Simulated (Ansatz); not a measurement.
Functionals compared on a constructed model of the (100) surface of fcc Ag, a pseudomorphic layer of Au in the host's stacking (bottom of the slab: a bare face, its two planes held), in Ansatz (plane waves, PAW). The structure was relaxed with PBE; the other rows are single points on it. Cutoff 420 eV (500 eV for r2SCAN).

Model: 7-atom slab, 12.4 Å thick at the start, 13x13x1 mesh, Fermi-Dirac 0.1 eV, dipole correction, 2 atoms held, the rest relaxed; start symmetry kept, larger cells not searched; no spin, no spin-orbit, no U. It is one candidate, not shown to be the stable structure of the face. These notes are the PBE run's.

```csv
functional,work function of the top face (eV),rough cost of the single point
PBE,5.00,–
RPBE,4.81,roughly 14 core-seconds
r2SCAN,4.98,very roughly 30 core-seconds
```

Ansatz is an electronic-structure program.
